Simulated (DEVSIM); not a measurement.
Structure: Schottky contact on p-type Si, at 250 K.

Layer 1 from the left is Si, thickness (μm) 4.60, Na (cm⁻³) 1e17, τn (s) 7.5e-6, τp (s) 7.5e-6.

Left contact: Schottky, work function 4.464 eV, emission velocity 1.2e7 cm/s. Right contact: ohmic. Voltage is applied to the left contact. Recombination: SRH at mid-gap. Mobility is μmin + (μ − μmin)/(1 + (N/Nref)^α).

The device is made up for the run: typed textbook-type constants, with dimensions and the other settings drawn at random. Values at 300 K; Nc and Nv go as T^1.5, mobilities as T to minus their exponent, the gap by Varshni's rule with the affinity fixed.

Si: gap (eV) 1.124, affinity (eV) 4.05, permittivity 11.7, Nc (cm⁻³) 2.86e19, Nv (cm⁻³) 3.1e19, μn (cm²/Vs) 1417, μp (cm²/Vs) 470, μn,min 52, μp,min 45, Nref,n 9.7e16, Nref,p 2.2e17, αn 0.68, αp 0.72, T exponent of μn 2.3, T exponent of μp 2.2, Varshni α (eV/K) 0.000473, Varshni β (K) 636.

**Question.** Estimate by hand the built-in potential, the peak field at zero bias, the capacitance at 0.4 V, and compare with a numerical solution.

**Answer.** 
- Built-in potential: barrier φB = 0.722 eV; Vbi = φB − kT/q ln(N_band/N) = 0.604 V; numerical 0.604 V.
- Peak field at zero bias: depletion approximation: W = √(2εVbi/(qN)) = 0.0884 μm with N = 1.00e17 cm⁻³; field = 2Vbi/W = 137000 V/cm; numerical 134000 V/cm (estimate above by 2.4 %).
- Capacitance at 0.4 V: C = √(qεN / 2(Vbi + |V|)) = 90.9 nF/cm²; numerical 91.9 nF/cm² (estimate below by 1.1 %).

Simulated with DEVSIM: 1D drift-diffusion, Boltzmann statistics, complete ionisation; no tunnelling, impact ionisation, image-force lowering or self-heating. Metal contacts follow the ideal Schottky-Mott rule: no Fermi-level pinning, no interface dipoles.
